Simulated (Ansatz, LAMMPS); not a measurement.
Crystalline Ge, 1000 atoms, one frame of classical dynamics at 700 K, cell scaled from the potential's lattice parameter to the PBE one and held. Cell 28.80 × 28.80 × 28.80 Å, Ge1000, 1000 atoms. Prepared with Tersoff's 1989 multicomponent potential (SiCGe.tersoff) (LAMMPS): 30 ps at 700 K at fixed volume, last frame. The 60 atoms nearest one atom, with forces from PBE, support functions at accuracy medium on the grid of 370 eV (Ansatz, a program for electronic structure) on the whole cell:

```
x (Å)        y       z  Fx (eV/Å)     Fy     Fz
------  ------  ------  ---------  -----  -----
0.000    0.000   0.000       0.35  -0.68   0.32
-1.479   1.340  -1.475       0.02  -0.24  -0.14
1.381   -1.591  -1.497       0.86   1.69   0.61
1.549    1.413   1.530      -1.16   0.25  -1.05
-1.398  -1.631   1.465       0.16   0.57  -0.48
-2.877   2.672   0.018       0.33   1.71  -0.40
0.036    2.765  -2.845      -0.08   0.27  -0.65
2.777   -0.037   2.889       2.30  -0.55  -0.23
-0.016  -2.793  -2.903      -0.58  -0.92  -0.91
-2.734  -0.189   2.963      -0.52   0.64   0.06
2.943    2.798   0.078      -0.30  -0.21  -0.81
0.115    2.908   2.847       0.04   0.29   0.35
-2.799  -3.024  -0.048      -1.35   0.40   1.21
2.929   -2.910  -0.173       0.29  -0.29   1.05
2.960   -0.101  -2.913      -0.90   0.10   0.30
0.030   -3.030   2.891      -0.50  -0.99  -0.84
-3.016  -0.056  -2.919       0.63   0.69  -0.24
1.444   -1.589   4.078      -0.08   0.54   1.88
-1.420  -4.217  -1.460       1.26  -1.78  -0.49
-4.247   1.360   1.473      -0.14  -0.51   1.14
1.543    4.180  -1.508      -0.21   0.17   0.61
-4.226  -1.508  -1.430      -0.27   0.04   0.64
4.262    1.394  -1.486       1.25  -0.19   0.12
-1.243   1.441   4.324      -0.78  -0.47  -0.27
-1.439  -1.344  -4.308      -0.04  -0.49  -0.68
-1.335   4.333   1.371      -0.63  -0.38   0.16
4.432   -1.405   1.300      -1.00  -0.05   0.04
1.580    1.414  -4.349      -0.22   0.02  -0.15
1.524   -4.400   1.376       0.57   0.31   0.25
-5.641  -0.016   0.017       0.19  -0.12  -0.79
0.054    5.727  -0.159       0.30  -0.50   0.44
0.062   -0.109   5.743       0.42  -0.34  -1.16
0.110   -0.023  -5.792      -0.27   0.25   0.00
0.177   -5.816  -0.059      -0.95   0.03  -0.55
5.954   -0.108  -0.105      -0.28   0.30  -0.86
4.450    4.075   1.409      -0.36   0.41   1.11
-4.272   4.262  -1.593      -0.23  -0.83   0.83
1.455   -4.293  -4.328      -0.05   0.44   0.20
-1.340   4.437  -4.295       0.67  -1.08  -0.06
1.627    4.218   4.441      -0.04  -0.37  -0.99
4.450   -1.348  -4.331       0.12  -1.38  -0.69
-4.354  -1.542   4.395       0.98  -0.79  -0.61
4.501    1.201   4.353      -1.24   0.21  -0.81
-4.394   1.452  -4.408       0.37  -0.43   0.25
-1.423  -4.547   4.263       0.62   0.28   0.04
4.332   -4.497  -1.456       0.02   0.29  -0.67
-4.362  -4.690   1.322       1.61   1.60   0.55
-2.777   2.877  -5.624       0.12  -0.09  -0.18
2.968    2.538   5.714       0.58   1.06   0.29
2.916   -2.914   5.604       0.50   0.07   0.18
2.947    5.637   2.829       0.77  -0.09   0.32
-2.886   2.693   5.748       0.05  -0.05  -0.19
-5.713  -2.885  -2.785       0.03  -0.74  -0.15
3.000    5.595  -2.903       0.54  -0.64  -0.77
-5.618  -3.160   2.791      -0.55   0.64   0.47
-2.853   5.704   2.961      -0.59  -1.00  -0.77
5.845   -2.890   2.637       0.33  -0.59   0.22
-2.701  -3.056   5.752      -0.56   0.69  -0.36
-2.828  -5.816  -2.815       0.48   0.31   0.39
-2.918   5.691  -2.986       0.18   0.47   0.42
```
